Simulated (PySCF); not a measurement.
Zinc-blende BeS was calculated with MP2 (GTH pseudopotentials, Gaussian basis; PySCF).

The cell has the measured lattice parameters. Conventional cell: a = 4.8700 Å, b = 4.8700 Å, c = 4.8700 Å, α = 90.00°, β = 90.00°, γ = 90.00°.

The correlation energy at a fixed k mesh 2×2×2:

| basis | value (eV/atom) |
|---|---|
| DZ | -2.3934 |
| TZ | -3.1550 |
| QZ | -3.4399 |

Taking the value to converge with the cardinal number X as X^(−3), extrapolate from the last two rows.

With y = y∞ + c/w and weights w = 27 and 64 for the last two rows, y∞ = (w2 y2 − w1 y1)/(w2 − w1) = (64 × -3.4399 − 27 × -3.1550)/37 = -3.6478 eV/atom, which lies 0.2079 beyond the last row. Successive pairs of rows give -3.4757, -3.6478. The limit also hangs on the law assumed, so its last digits aren't firm.

The other settings are not extrapolated, so this is the limit in one setting alone.
